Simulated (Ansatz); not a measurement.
# Response to strain in BP

The reference is BP in the zinc blende structure (space group F-43m, No. 216; a = 4.491 Å). Axes: x, y, z lie along the cube axes.

Strains are applied to the cell and any free atomic positions relax; under biaxial strain the out-of-plane vector relaxes too.

Calculations: DFT with LDA, PAW potentials and a 420 eV plane-wave cutoff in Ansatz (a quantum-chemistry and plane-wave program), without spin-orbit coupling.

Notes on the quantities. energy relative to the base: free energy F.

```tsv
case	volume per atom	band gap	energy relative to the base
base	11.32 Å³	1.14 eV	0 meV/atom
biaxial strain −3.00 %, plane normal [001], relaxed out of plane	10.80 Å³	0.74 eV	+27 meV/atom
biaxial strain −2.50 %, plane normal [001], relaxed out of plane	(withheld)	(withheld)	(withheld)
biaxial strain −1.50 %, plane normal [001], relaxed out of plane	11.06 Å³	0.95 eV	+6.6 meV/atom
biaxial strain −1.00 %, plane normal [001], relaxed out of plane	11.15 Å³	1.01 eV	+2.9 meV/atom
biaxial strain −0.50 %, plane normal [001], relaxed out of plane	11.23 Å³	1.08 eV	+0.7 meV/atom
biaxial strain +0.50 %, plane normal [001], relaxed out of plane	11.40 Å³	1.04 eV	+0.7 meV/atom
biaxial strain +1.50 %, plane normal [001], relaxed out of plane	11.58 Å³	0.85 eV	+6.2 meV/atom
biaxial strain +2.50 %, plane normal [001], relaxed out of plane	11.75 Å³	0.66 eV	+17 meV/atom
biaxial strain +3.00 %, plane normal [001], relaxed out of plane	11.84 Å³	0.56 eV	+24 meV/atom
```

Q: What belongs in the blanks?

A: 
- biaxial strain −2.50 %, plane normal [001], relaxed out of plane, volume per atom: 10.89 Å³
- biaxial strain −2.50 %, plane normal [001], relaxed out of plane, band gap: 0.81 eV
- biaxial strain −2.50 %, plane normal [001], relaxed out of plane, energy relative to the base: +19 meV/atom

Gaps are Kohn–Sham eigenvalue differences; semilocal functionals usually give less than the measured gap. Whether these cells are dynamically stable was not tested.
